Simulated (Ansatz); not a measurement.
A short convergence ladder for CaZrN₂ (R3m, 4 atoms in the cell)

```xyz
4
Lattice="1.6488 0.9519 5.5787 -1.6488 0.9519 5.5787 0.0000 -1.9039 5.5787" Properties=species:S:1:pos:R:3 pbc="T T T"
Ca     0.0000     0.0000     0.0500
Zr     0.0000     0.0000     8.3680
N      0.0000     0.0000     3.9852
N      0.0000     0.0000    12.7508
```

Base method: LDA (PW92), default PAW files made with PBE (plane waves; Ansatz, a first-principles code).

Base settings: basis.ecutwfc = 420 eV; kpoints.mp_grid.grid = 9 9 9; hamiltonian.xc = lda; hamiltonian.pseudopotentials = {kind: paw} (the program's default PAW files); scf.occupations.method = fermi_dirac; scf.occupations.width = 0.02 eV.

**The width of Fermi-Dirac smearing**

The mesh stays at the base's, so the ladder's end is converged at best in this setting alone.

Only quantities that move along the ladder and can be compared are tabulated.

```tsv
scf.occupations.width	free energy less the last step's (meV/atom)	pressure (GPa)	largest difference of a force vector from the last step's (eV/Å)
1 eV	-377.44	-0.88	0.370
0.5 eV	-45.70	-5.61	0.113
0.2 eV	-1.62	-6.09	0.014
0.1 eV	0.00	-6.08	0.000
```

Widest scf.occupations.width that holds the free energy within 5 meV/atom of the last step, with all finer ones: 0.2 eV; the step before is off by 46 meV/atom.

Widest scf.occupations.width that holds the forces within 0.02 eV/Å: not settled: the last two steps still differ by 0.014 eV/Å, over half the tolerance, so the ladder does not show it.

Widest scf.occupations.width that holds the pressure within 1 GPa of the last step, with all finer ones: 0.5 eV; the step before is off by 5.2 GPa.

On the base run: the starting cell comes from a database of computed structures (which also holds hypothetical and non-ambient phases and stackings), without a prior relaxation at this level. Its lattice was rescaled by up to half a per cent. One atom was moved a little off its site on purpose. In the base run, with a pressure of about -6 GPa the cell is away from its equilibrium volume at this level. Ansatz's pressure includes its estimate of the finite-basis (Pulay) stress.

Keys are those of Ansatz 0.2.
